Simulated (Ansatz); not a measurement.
The cell is built on a prototype and need not be the phase stable at ambient conditions.

The decay constant κ of evanescent states in the gap governs leakage through a thin film.

Consider the following.

```
BeSe
1.0
    3.60055     0.00000     0.00000
   -1.80027     3.11816     0.00000
    0.00000     0.00000     5.94399
Be Se
2 2
Cartesian
  1.80027   1.03939  -0.00389
  0.00000   2.07878   2.96810
  1.80027   1.03939   3.72007
  0.00000   2.07878   0.74808
```

Space group of this cell: P6_3mc, wurtzite. The cell was relaxed by PBE-D3(BJ); by PBEsol its mean pressure is 0.9 GPa.

Transport runs along the normal of the first two printed cell vectors.

The gap is the functional's own. No spin-orbit coupling. Mid-gap values are interpolated on the energy grid.

Estimate the band gap and the smallest decay constant κ at mid-gap that PBEsol (Ansatz, a program for electronic structure) returns for this system.

Gap 3.04 eV on a 12×12×6 mesh; κ = 0.202 1/Å, at the zone centre.
